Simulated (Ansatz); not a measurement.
Ansatz (a program for electronic structure) run on ZnInGaO4 (R3m, 7 atoms in the cell): self-consistent single point.

Method of the run: PBE with spin-orbit coupling (plane waves, PAW; Ansatz).

```
ZnInGaO4
1.0
    1.64552     0.95004     8.67957
   -1.64552     0.95004     8.67957
    0.00000    -1.90009     8.67957
In Ga Zn O
1 1 1 4
Direct
  0.00000   0.00000   0.00000
  0.78290   0.78290   0.78290
  0.21710   0.21710   0.21710
  0.87180   0.87180   0.87180
  0.12820   0.12820   0.12820
  0.70720   0.70720   0.70720
  0.29280   0.29280   0.29280
```

Reference input (self-consistent single point, DFT, PBE, plane waves, default PAW files): kpoints.mp_grid.grid = 8 8 8; hamiltonian.xc = pbe; hamiltonian.pseudopotentials = {kind: paw} (the program's default PAW files); scf.occupations.method = gaussian; scf.occupations.width = 0.136 eV. This run's input differs from it in these lines:

Ansatz 0.2 input:
```diff
@@ -18,2 +18,5 @@
   pseudopotentials: { kind: paw }
+magnetization:
+  noncollinear: true
+  spin_orbit: true
 scf:
```

Log, with long lists cut:

```
SCF iter   1: F=—  HF=-14974.231354 eV  |F-HF|=—  |Δ(HF+E_count)|=         —  Δρ=9.54e-2  dr2=5.37e0  dr2_m=0.00e0 (ungated)  ethr=3.10e-3  |M|=0.00e0 ∫|m|=0.00e0 μB  |m|>n=0.0e0 m-floor=0.0e0 τ_xc=0.0e0  β_m=0.30  ⟨swp⟩=7.1  Hψ=24132  notcnv=0  defer=48
all-band conjugate gradients solve this SCF's bands
preconditioner: auto → Resta (q_TF=auto, 2.607 Å⁻¹)
   [... lines left out ...]
SCF iter  11: F=—  HF=-14972.532951 eV  |F-HF|=—  |Δ(HF+E_count)|=   8.31e-8  Δρ=1.61e-5  dr2=1.51e-7  dr2_m=0.00e0 (ungated)  ethr=2.82e-9  |M|=0.00e0 ∫|m|=0.00e0 μB  |m|>n=0.0e0 m-floor=0.0e0 τ_xc=0.0e0  β_m=0.75  ⟨swp⟩=2.0  Hψ=7856  notcnv=0  defer=570
SCF iter  12: F=-14972.532951 eV  HF=-14972.532951 eV  |F-HF|=3.23e-8  |Δ(HF+E_count)|=   1.98e-7  Δρ=5.25e-6  dr2=1.89e-8  dr2_m=0.00e0 (ungated)  ethr=1.61e-10  |M|=0.00e0 ∫|m|=0.00e0 μB  |m|>n=0.0e0 m-floor=0.0e0 τ_xc=0.0e0  ⟨swp⟩=11.5  Hψ=24781  notcnv=0
SCF 1 converged in 12 iterations: F = -14972.532951 eV  dr2 = 1.89e-8
Magnetization: |M| = 0.0000 μB,  M = (+0.0000, +0.0000, +0.0000) μB
Absolute magnetization: 0.0000 μB (∫|m|)
  site 0: m = (+0.0000, +0.0000, +0.0000) μB, |m| = 0.0000 μB  (R = 0.90 Å)
  site 1: m = (+0.0000, +0.0000, +0.0000) μB, |m| = 0.0000 μB  (R = 0.79 Å)
  site 2: m = (+0.0000, +0.0000, +0.0000) μB, |m| = 0.0000 μB  (R = 0.79 Å)
  site 3: m = (+0.0000, +0.0000, +0.0000) μB, |m| = 0.0000 μB  (R = 0.79 Å)
  site 4: m = (+0.0000, +0.0000, +0.0000) μB, |m| = 0.0000 μB  (R = 0.79 Å)
  site 5: m = (+0.0000, +0.0000, +0.0000) μB, |m| = 0.0000 μB  (R = 0.81 Å)
  site 6: m = (+0.0000, +0.0000, +0.0000) μB, |m| = 0.0000 μB  (R = 0.81 Å)
Free energy (F): -14972.532951 eV
Internal energy: -14972.531319 eV  (E = F + TS)
E sigma→0 (E₀):  -14972.532135 eV
   [... lines left out ...]
Fermi energy:    9.745875 eV
   [... lines left out ...]
  atom   7  O      0.00000000     0.00000004     1.10822843
--- Stress (GPa, compression-positive) ---
       10.559333       0.000000       0.000000
        0.000000      10.559333      -0.000000
        0.000000      -0.000000       4.394450
  P = ⅓ Tr σ = 8.5044 GPa (85.044 kbar)
  The stress holds the Pulay correction. Without it, at fixed plane waves, as pw.x and ABINIT print it: P = 7.7814 GPa
```

The run converged in 12 iterations. Against the reference run the pressure moves little (8.53 to 8.50 GPa) and the largest force hardly changes (2.016 to 2.013 eV/Å).

The starting cell was generated: these elements placed on a structure prototype, without a prior relaxation; it need not be a known phase or ordering of this composition. Its lattice was rescaled by a random factor within 2.5 % of one. With a pressure of about 9 GPa the cell is away from its equilibrium volume at this level. Forces in this geometry exceed 1 eV/Å. Ansatz's pressure includes its estimate of the finite-basis (Pulay) stress. Without the estimate this run gives 7.78 GPa. The run gives no clean gap (levels at the Fermi energy touch, overlap or are partly filled at this smearing), which alone does not show that the compound is a metal.

Cost on one core of a shared machine: roughly 90 s.
